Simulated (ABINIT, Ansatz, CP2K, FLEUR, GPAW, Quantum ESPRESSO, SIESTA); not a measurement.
**Code comparison for ZnS (P6_3mc, 8 atoms in the cell)**

Self-consistent single point.

```xyz
8
Lattice="3.7217 0.0000 0.0000 -1.8609 3.2231 0.0000 0.0000 0.0000 12.1674" Properties=species:S:1:pos:R:3 pbc="T T T"
Zn     1.8609     1.0744     9.1247
Zn     0.0000     2.1487     3.0410
Zn     0.0000     0.0000     6.0837
Zn     0.0000     0.0000     0.0000
S      1.8609     1.0744    11.4098
S      0.0000     2.1487     5.3261
S      0.0000     0.0000     8.3632
S      0.0000     0.0000     2.2794
```

All programs got the same cell, k-point mesh and kind of occupations (in Ansatz's words: kpoints.mp_grid.grid = 8 8 3; scf.occupations.method = fermi_dirac; scf.occupations.width = 0.02 eV); potentials, basis and cutoffs are each program's usual ones.

```json
[
 {"code": "Ansatz", "model": "PBE, default PAW files", "pressure (GPa)": "8.62", "largest force (eV/Å)": "0.022", "gap on the mesh (eV)": "2.500", "k-points": "20", "cutoff": "default"},
 {"code": "Quantum ESPRESSO", "model": "PBE, GBRV 1.5 ultrasoft (PBE) pseudopotentials", "pressure (GPa)": "8.49", "largest force (eV/Å)": "0.022", "gap on the mesh (eV)": "2.495", "k-points": "20", "cutoff": "50 Ry"},
 {"code": "ABINIT", "model": "PBE, PAW (JTH v2.0 PBE PAW)", "pressure (GPa)": "8.58", "largest force (eV/Å)": "0.022", "gap on the mesh (eV)": "2.488", "k-points": "20", "cutoff": "30 Ha"},
 {"code": "GPAW", "model": "PBE, GPAW PAW datasets PBE (gpaw-data 1.0.1)", "pressure (GPa)": "8.83", "largest force (eV/Å)": "0.022", "gap on the mesh (eV)": "2.493", "k-points": "20", "cutoff": "850 eV"},
 {"code": "CP2K", "model": "PBE, GPW, DZVP-MOLOPT-SR-GTH basis, GTH-PBE potentials (GTH_POTENTIALS)", "pressure (GPa)": "9.27", "largest force (eV/Å)": "0.025", "gap on the mesh (eV)": "2.488", "k-points": "98", "cutoff": "grid 600 Ry"},
 {"code": "FLEUR", "model": "PBE, all-electron FLAPW (FLEUR), scalar-relativistic valence", "pressure (GPa)": "–", "largest force (eV/Å)": "–", "gap on the mesh (eV)": "2.502", "k-points": "20", "cutoff": "Kmax 4.1 1/bohr"},
 {"code": "SIESTA", "model": "GGA PBE, numerical atomic orbitals DZP, PseudoDojo PBE standard norm-conserving potentials (rewritten from UPF to PSML)", "pressure (GPa)": "7.81", "largest force (eV/Å)": "0.025", "gap on the mesh (eV)": "3.051", "k-points": "110", "cutoff": "grid 350 Ry"}
]
```

A dash marks a value that a program does not give, or that is left out as unsure.

Gaps are read on the mesh.

The spread over the programs that give each value: pressure within 1.46 GPa; largest force within 0.003 eV/Å; gap on the mesh within 0.563 eV.

The starting cell comes from a database of computed structures (which also holds hypothetical and non-ambient phases and stackings), without a prior relaxation at this level. Its lattice was rescaled by a random factor within 2.5 % of one. On Ansatz's run: In the base run, with a pressure of about 9 GPa the cell is away from its equilibrium volume at this level.

### Question
Why do the programs differ, and what cannot be compared?

### Answer
Differences of this kind can come from the potentials, where these differ, and from what each basis and cutoff leave unconverged. The valence holds different numbers of electrons (Ansatz (a program for electronic structure) 72, Quantum ESPRESSO 104, ABINIT 72, GPAW 72, CP2K 72, FLEUR 72, SIESTA 104). The zero of total energies and Fermi levels follows the potentials and each program's conventions, so they are not compared here. CP2K and SIESTA use small atom-centred bases, whose incompleteness enters pressures, forces and empty levels differently from a plane-wave cutoff. FLEUR treats all electrons, but the usual bases taken here (sphere radii, linearisation, local orbitals, empty states) were not tested for convergence, so the values are no reference for the others. Ansatz's pressure is given at a fixed set of plane waves, as the other plane-wave codes print theirs; with its correction for the finite basis it is 8.70 GPa. The programs reduce the same mesh by symmetry to different extents, which changes the work and not the result. In the gap, SIESTA (by 0.557) lies more than 0.12 eV from the median of the plane-wave programs.

Keys are those of Ansatz 0.2.
